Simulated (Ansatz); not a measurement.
Here is the system:

```xyz
4
Lattice="3.8451 0.0000 0.0000 -1.9226 3.3300 0.0000 0.0000 0.0000 6.3057" Properties=species:S:1:pos:R:3 pbc="T T T"
Zn     1.9226     1.1100     6.3047
Zn     0.0000     2.2200     3.1519
S      1.9226     1.1100     3.9432
S      0.0000     2.2200     0.7904
```

A single point on ZnS, its geometry relaxed with PBE.

Method: PBE, PAW, 420 eV (Ansatz, a program for electronic structure; spin-orbit coupling included). k-mesh 10×10×5 (Γ-centred); smearing 0.05 eV (Fermi–Dirac).

Q: Predict the band gap, electron mass and gap character.

A: 
* **Band gap**: 2.06 eV
* **Electron mass**: 0.16 mₑ along c, 0.18 mₑ across (at Γ)
* **Gap character**: direct at Γ

Single points use the geometry relaxed with PBE. Masses are band curvatures over ±0.01 Å⁻¹ around the edge. Whether these cells are dynamically stable was not tested. The cell is ZnS in the wurtzite structure (space group P6_3mc, No. 186).
